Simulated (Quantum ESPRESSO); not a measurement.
A working Quantum ESPRESSO input for BeTl2F4 (Pnma, 28 atoms in the cell) (DFT, LDA (PZ), plane waves, GBRV 1.5 ultrasoft (LDA) pseudopotentials):

```fortran
&control
 calculation = 'scf'
 prefix = 'scf'
 outdir = './tmp'
 pseudo_dir = './'
 tprnfor = .true.
 tstress = .true.
/
&system
 ibrav = 0
 celldm(1) = 14.3769286418
 nat = 28
 ntyp = 3
 ecutwfc = 40
 ecutrho = 200
 occupations = 'smearing'
 smearing = 'gauss'
 degauss = 0.019992
/
&electrons
 conv_thr = 1.0d-9
 mixing_beta = 0.7
/
ATOMIC_SPECIES
Tl   204.3800  tl_lda_v1.2.uspp.F.UPF
Be     9.0122  be_lda_v1.4.uspp.F.UPF
F     18.9984  f_lda_v1.4.uspp.F.UPF
ATOMIC_POSITIONS angstrom
Tl    1.2773736297    1.4534315000    0.9274129051
Tl    2.5265978703    4.3602945000    6.0739884051
Tl    5.0813451297    1.4534315000    4.2191625949
Tl    6.3305693703    4.3602945000    9.3657380949
Tl    7.5486010446    1.4534315000    7.1465347393
Tl    3.8633134554    4.3602945000    1.9999592393
Tl    3.7446295446    1.4534315000    8.2931917607
Tl    0.0593419554    4.3602945000    3.1466162607
Be    1.7825410449    1.4534315000    4.3179768445
Be    2.0214304551    4.3602945000    9.4645523445
Be    5.5865125449    1.4534315000    0.8285986555
Be    5.8254019551    4.3602945000    5.9751741555
F     2.2983595803    0.2151078620    3.6201012067
F     1.5056119197    5.5986181380    8.7666767067
F     6.1023310803    2.6917551380    1.5264742933
F     5.3095834197    3.1219708620    6.6730497933
F     5.3095834197    5.5986181380    6.6730497933
F     6.1023310803    0.2151078620    1.5264742933
F     1.5056119197    3.1219708620    8.7666767067
F     2.2983595803    2.6917551380    3.6201012067
F     0.2700819765    1.4534315000    4.2891560217
F     3.5338895235    4.3602945000    9.4357315217
F     4.0740534765    1.4534315000    0.8574194783
F     7.3378610235    4.3602945000    6.0039949783
F     2.2801005171    1.4534315000    5.7384316825
F     1.5238709829    4.3602945000    0.5918561825
F     6.0840720171    1.4534315000    9.7012948175
F     5.3278424829    4.3602945000    4.5547193175
K_POINTS automatic
3 4 3  0 0 0
CELL_PARAMETERS alat
   1.0000000000     0.0000000000     0.0000000000
   0.0000000000     0.7641652941     0.0000000000
   0.0000000000     0.0000000000     1.3529479650
```

The run converged in 13 iterations: free energy E − TS -27893.4209 eV; top of the valence band (on the code's own zero) 3.47 eV; gap on the k-point mesh 4.36 eV; pressure -1.98 GPa; largest force (vector length) 1.056 eV/Å. Each of these slips is then made, one at a time:

(1)
```diff
-ATOMIC_POSITIONS angstrom
+ATOMIC_POSITIONS direct
```

(2)
```diff
- ecutwfc = 40
- ecutrho = 200
+ ecutwfc = 20
+ ecutrho = 100
```

Q: What happens in each case?

A: 
(1) A value that the program does not know. The program stopped before any SCF iteration.
```
Error in routine read_cards (1):
unknown option for ATOMIC_POSITION: ATOMIC_POSITIONS DIRECT
```

(2) An energy in the wrong unit. The run converged in 10 iterations without an error; against the sound input the free energy rises by 3.09 eV/atom, the pressure goes from -1.98 to -112.9 GPa, the largest force goes from 1.056 to 1.701 eV/Å and the gap on the mesh moves little (4.360 to 4.369 eV).

The starting cell comes from a database of published, mostly measured structures (it also holds non-ambient and calculated ones), without a prior relaxation at this level. Its lattice was rescaled by a random factor within 2.5 % of one. Spin-orbit coupling is off. In the base run, forces exceed 1 eV/Å.

Left out of this page: 3 runs of the series outside the window shown, repeating another row's setting, or not comparable.
